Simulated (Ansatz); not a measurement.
The parent structure is ZrSi₂ (space group Cmcm, No. 63; a = 3.704 Å, b = 14.792 Å, c = 3.679 Å). Axes: x, y, z lie along a, b, c of the conventional cell.

Method: Ansatz (a program for electronic structure) PBE, without spin-orbit coupling.

Before the change:

```
Item                             Value
-----------------------------  -------
Shortest interatomic distance  2.420 Å
```

Modification: uniaxial stress, 8 GPa compression along z; all other stress components relax to zero.

Q: What happens to the energy relative to the base and shortest interatomic distance?

A: The energy grows by 14 meV/atom; the shortest interatomic distance decreases by 0.030 Å (2.420 Å → 2.390 Å).

Without a gap, meshes like the base's 13×13×13 leave anisotropic stresses uncertain by several tenths of a GPa, and small strain energies with them. Load acts through the strain it causes; cell and atoms are relaxed under it. Stability under load was not tested beyond the relaxation. The final runs are not spin-polarised.
